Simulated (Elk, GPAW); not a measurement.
An Elk input for a self-consistent single point of Ti3In (Fm-3m, 4 atoms in the cell) (DFT, LDA (PW92), all-electron FP-LAPW, Elk's shipped species files, APW+lo basis with extra local orbitals):

```
tasks
  0

xctype
  3

spinpol
  .true.

reducebf
  0.8

rgkmax
  7.5

gmaxvr
  14.0

nxlo
  2

lorbcnd
  .true.

lmaxi
  2

nempty
  10

stype
  3

swidth
  0.00367493

scale
  8.875454189

avec
    0.0000000000    0.7071067812    0.7071067812
    0.7071067812    0.0000000000    0.7071067812
    0.7071067812    0.7071067812    0.0000000000

atoms
  2   : nspecies
  'Ti.in'   : spfname
  3   : natoms; atposl, bfcmt below
  0.7500000000  0.7500000000  0.7500000000    0.0 0.0 0.0
  0.2500000000  0.2500000000  0.2500000000    0.0 0.0 0.0
  0.0000000000  0.0000000000  0.0000000000    0.0 0.0 -1.0
  'In.in'   : spfname
  1   : natoms; atposl, bfcmt below
  0.5000000000  0.5000000000  0.5000000000    0.0 0.0 0.0

ngridk
  8 8 8
```

Q: Translate this input to GPAW.

A: This is the input that was run; spellings and numerical settings could be chosen otherwise.

```python
from ase import Atoms
from ase.units import GPa
from gpaw import GPAW, PW, FermiDirac

atoms = Atoms(['Ti', 'Ti', 'Ti', 'In'],
              cell=[[0.000000, 3.321060, 3.321060],
                    [3.321060, 0.000000, 3.321060],
                    [3.321060, 3.321060, 0.000000]],
              scaled_positions=[[0.750000, 0.750000, 0.750000],
                                [0.250000, 0.250000, 0.250000],
                                [0.000000, 0.000000, 0.000000],
                                [0.500000, 0.500000, 0.500000]],
              pbc=True)

atoms.set_initial_magnetic_moments([0.0, 0.0, 1.0, 0.0])

calc = GPAW(spinpol=True,
            mode=PW(850),
            xc='LDA',
            kpts={'size': (8, 8, 8), 'gamma': True},
            occupations=FermiDirac(0.1),
            nbands=-10,
            convergence={'density': 1e-05},
            symmetry={'symmorphic': False, 'tolerance': 0.0005},
            maxiter=120)

atoms.calc = calc

energy = atoms.get_potential_energy()
print('Energy (eV):', round(energy, 6))
forces = atoms.get_forces()
print('Forces (eV/Ang):')
print(forces.round(5))
stress = atoms.get_stress()
print('Stress (GPa, Voigt):', (stress / GPa).round(4))
```

Basis settings and potentials, where a program has them, do not carry over. This input uses DFT LDA (Perdew-Wang 92), plane waves, GPAW PAW datasets LDA (gpaw-data 1.0.1). LDA parametrisations can differ slightly between programs. Both were run: size of the net moment 0.21 μB/atom in Elk and 0.22 in GPAW.

On Elk: the starting cell comes from a database of computed structures (which also holds hypothetical and non-ambient phases and stackings), without a prior relaxation at this level. With one magnetic atom in the cell only a parallel order is possible. Values depend on the basis (sphere radii, cutoffs, local orbitals), which need not be converged.

On GPAW: the starting cell comes from a database of computed structures (which also holds hypothetical and non-ambient phases and stackings), without a prior relaxation at this level. With one magnetic atom in the cell only a parallel order is possible. With a pressure of about -9 GPa the cell is away from its equilibrium volume at this level.
